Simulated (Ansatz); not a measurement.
Take MgSe in the rock salt structure (space group Fm-3m, No. 225; a = 5.4498 Å) as the base.

Perturbation: every Se is replaced by O, then cell and atoms are relaxed.

Levels (all Ansatz, a quantum-chemistry and plane-wave program, PAW): PBEsol (420 eV, without spin-orbit coupling); r2SCAN (500 eV, no SOC); HSE06 (420 eV, spin-orbit coupling left out).

At the geometry relaxed with PBEsol, these levels gave the following band gaps, in shuffled order: (a) 5.61 eV, (b) 4.62 eV, (c) 6.47 eV.

Task: Match each gap to its level.

Result: (a) r2SCAN; (b) PBEsol; (c) HSE06.

Single points use the geometry relaxed with PBEsol. Stability against distortions was not tested.
